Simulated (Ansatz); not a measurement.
# What pressure −2 GPa does to CdSe

Start from CdSe in the zinc blende structure (space group F-43m, No. 216; a = 6.1964 Å).

It is then changed as follows: a negative pressure, −2 GPa.

Computed with PBE in Ansatz (plane waves to 420 eV, PAW, no SOC). Γ-centred 9×9×9 mesh, Fermi–Dirac width 0.05 eV.

- Volume per atom = 31.28 Å³ (base 29.74 Å³)
- Density = 5.08 g/cm³ (base 5.34 g/cm³)
- Lattice parameter a = 6.301 Å (base 6.196 Å)
- Shortest interatomic distance = 2.729 Å (base 2.683 Å)
- Enthalpy H = E + PV relative to the base's energy = -0.38 eV/atom
- Band gap = 0.39 eV (base 0.49 eV)
- Gap character = direct at Γ (base direct at Γ)
- Mean gap deformation potential ΔEg/Δln V = -2.1 eV
- Electron mass = 0.044 mₑ (at Γ) (base 0.052 mₑ (at Γ))
- Hole mass (degenerate bands, along [100]) = 0.045, 0.79, 0.79 mₑ (at Γ) (base 0.054, 0.73, 0.73 mₑ (at Γ))

Final structure:

```
CELL_PARAMETERS angstrom
      0.00000     3.15065     3.15065
      3.15065     0.00000     3.15065
      3.15065     3.15065     0.00000
ATOMIC_POSITIONS crystal
  Cd 0.00000 0.00000 0.00000
  Se 0.25000 0.25000 0.25000
```

Load acts through the strain it causes; cell and atoms are relaxed under it. Effective masses come from finite differences of ±0.01 Å⁻¹. Whether these cells are dynamically stable was not tested.

Ansatz is a first-principles code.
